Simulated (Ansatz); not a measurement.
Start from MgSe in the rock salt structure (space group Fm-3m, No. 225).

```cif
data_Mg4Se4
_chemical_formula_sum 'Mg4 Se4'
_space_group_name_H-M_alt 'Fm-3m'
_space_group_IT_number 225
_space_group_name_Hall '-F 4 2 3'
_cell_length_a 5.44956
_cell_length_b 5.44956
_cell_length_c 5.44956
_cell_angle_alpha 90.000
_cell_angle_beta 90.000
_cell_angle_gamma 90.000
loop_
_atom_site_label
_atom_site_type_symbol
_atom_site_symmetry_multiplicity
_atom_site_Wyckoff_symbol
_atom_site_fract_x
_atom_site_fract_y
_atom_site_fract_z
_atom_site_occupancy
Mg1 Mg 4 a 0.00000 0.00000 0.00000 1
Se1 Se 4 b 0.50000 0.50000 0.50000 1
```
(The calculation used a cell of 2 atoms; values per cell refer to that cell.)

Method: Ansatz (an electronic-structure program) PBEsol, no SOC.

Strains are applied to the cell and any free atomic positions relax.

One change was made to it. Results:

The mean gap deformation potential ΔEg/Δln V is -1.5 eV; the energy rises by 25 meV/atom; the valley order (the lowest conduction-band minima on the path, energy above the VBM, named in the base's zone) goes from X along ⟨100⟩ 1.78 eV; Γ 2.50 eV to X along ⟨100⟩ 1.89 eV; Γ 3.04 eV.

What was done to the base?
A) isotropic strain +3.00 %
B) isotropic strain −3.00 %
C) isotropic strain −2.50 %
D) isotropic strain −0.50 %

C, isotropic strain −2.50 %. For comparison, the valley order in the other runs: isotropic strain −3.00 % gives X along ⟨100⟩ 1.92 eV; Γ 3.15 eV; isotropic strain +3.00 % gives X along ⟨100⟩ 1.64 eV; Γ 1.96 eV; isotropic strain −0.50 % gives X along ⟨100⟩ 1.80 eV; Γ 2.61 eV.

No phonon test of stability was made.
